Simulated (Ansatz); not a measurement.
Start from Sr$_{3}$SbN in the anti-perovskite structure (space group Pm-3m, No. 221; a = 5.131 Å; a cell from a computed database, its experimental status unchecked).

Levels (all Ansatz, a quantum-chemistry and plane-wave program, PAW): PBEsol (420 eV, no SOC); r2SCAN (500 eV, no SOC); HSE06 (420 eV, without spin-orbit coupling).

At the geometry relaxed with PBEsol, these levels gave the following band gaps, in shuffled order: (a) 0.92 eV, (b) 0.18 eV, (c) 0.51 eV.

Q: Match each gap to its level.

A: (a) HSE06; (b) PBEsol; (c) r2SCAN.

Single points use the geometry relaxed with PBEsol. With Sb present, leaving out spin-orbit coupling can change the band edges. Stability against distortions was not tested. The zero or small gap of Sr3SbN can change with the level of theory.
